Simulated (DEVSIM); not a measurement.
System: GaAs n-i-p diode, at 350 K.

| layer (left to right) | material | thickness (μm) | Nd (cm⁻³) | Na (cm⁻³) | τn (s) | τp (s) |
|---|---|---|---|---|---|---|
| 1 | GaAs | 0.180 | 1.3e17 | - | 7.2e-8 | 7.2e-8 |
| 2 | GaAs | 5.00 | - | 2.4e11 | 7.2e-8 | 7.2e-8 |
| 3 | GaAs | 2.10 | - | 4.9e17 | 7.2e-8 | 7.2e-8 |

Left contact: ohmic. Right contact: ohmic. Voltage is applied to the left contact. Recombination: SRH at mid-gap, radiative, Auger. Mobility is constant in doping.

This is a model device: material constants are rounded textbook-type values typed into the input, and sizes, dopings and lifetimes were drawn at random. Values at 300 K; Nc and Nv go as T^1.5, mobilities as T to minus their exponent, the gap by Varshni's rule with the affinity fixed.

| parameter | GaAs |
|---|---|
| gap (eV) | 1.424 |
| affinity (eV) | 4.07 |
| permittivity | 12.9 |
| Nc (cm⁻³) | 4.7e17 |
| Nv (cm⁻³) | 9e18 |
| μn (cm²/Vs) | 8500 |
| μp (cm²/Vs) | 400 |
| T exponent of μn | 2.1 |
| T exponent of μp | 2.2 |
| B (cm³/s) | 2e-10 |
| Cn (cm⁶/s) | 1e-30 |
| Cp (cm⁶/s) | 1e-30 |
| Varshni α (eV/K) | 0.000541 |
| Varshni β (K) | 204 |

Model (solved in DEVSIM): 1D drift-diffusion, Boltzmann statistics, complete ionisation; no tunnelling, impact ionisation, image-force lowering or self-heating.

The doping Na of layer 3 was swept, all else fixed.

```json
[
 {"doping Na of layer 3 (cm^-3)": "1.5e16", "potential step across the device at zero bias (V)": "1.155", "dark forward voltage at 1 A/cm² (V)": "0.854", "dark forward voltage at 100 A/cm² (V)": "1.014"},
 {"doping Na of layer 3 (cm^-3)": "4.9e16", "potential step across the device at zero bias (V)": "1.191", "dark forward voltage at 1 A/cm² (V)": "0.882", "dark forward voltage at 100 A/cm² (V)": "1.040"},
 {"doping Na of layer 3 (cm^-3)": "1.5e17", "potential step across the device at zero bias (V)": "1.225", "dark forward voltage at 1 A/cm² (V)": "0.904", "dark forward voltage at 100 A/cm² (V)": "1.065"},
 {"doping Na of layer 3 (cm^-3)": "4.9e17", "potential step across the device at zero bias (V)": "1.260", "dark forward voltage at 1 A/cm² (V)": "0.917", "dark forward voltage at 100 A/cm² (V)": "1.089"},
 {"doping Na of layer 3 (cm^-3)": "1.5e18", "potential step across the device at zero bias (V)": "1.294", "dark forward voltage at 1 A/cm² (V)": "0.924", "dark forward voltage at 100 A/cm² (V)": "(withheld)"},
 {"doping Na of layer 3 (cm^-3)": "4.9e18", "potential step across the device at zero bias (V)": "1.330", "dark forward voltage at 1 A/cm² (V)": "0.927", "dark forward voltage at 100 A/cm² (V)": "1.119"}
]
```

**Question.** Some entries are withheld; supply them.

**Answer.** 
- 1.5e18, dark forward voltage at 100 A/cm² (V): 1.107
